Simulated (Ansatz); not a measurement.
Consider CuI in the zinc blende structure (space group F-43m, No. 216; a = 6.079 Å).

(Cell as relaxed with PBE.)

Levels (all Ansatz, a program for electronic structure, PAW): PBE (420 eV, no spin-orbit coupling); r2SCAN (500 eV, spin-orbit coupling left out).

Each level relaxes its own structure.

```json
[
 {"base": "volume per atom", "PBE": "28.09 Å³", "r2SCAN": "27.31 Å³"},
 {"base": "lattice parameter a", "PBE": "6.079 Å", "r2SCAN": "6.023 Å"},
 {"base": "band gap", "PBE": "1.10 eV", "r2SCAN": "1.67 eV"}
]
```

One thing is altered: holes 1.5×10^21 cm⁻³, on a uniform background at fixed cell.

| quantity | PBE | r2SCAN |
|---|---|---|
| gap between the host's bands | 1.21 eV | 1.78 eV |
| gap character | direct at Γ | direct at Γ |
| Fermi level relative to the doped band's edge (positive inside the band; to 0.05 eV) | +0.20 eV | +0.20 eV |

PBE's gap between the host's bands lies 0.57 eV below r2SCAN's; the two agree on the gap character and Fermi level from band edge. Neither level is exact; r2SCAN is the comparison here, not a measurement.

Carriers are added with a uniform compensating background; total energy and stress of such cells depend on the potential's zero and are not compared; many-body gap narrowing is missing at this level. Spin-orbit coupling, missing from the scalar runs, can matter with I. No phonon test of stability was made. All final runs are without spin polarisation.
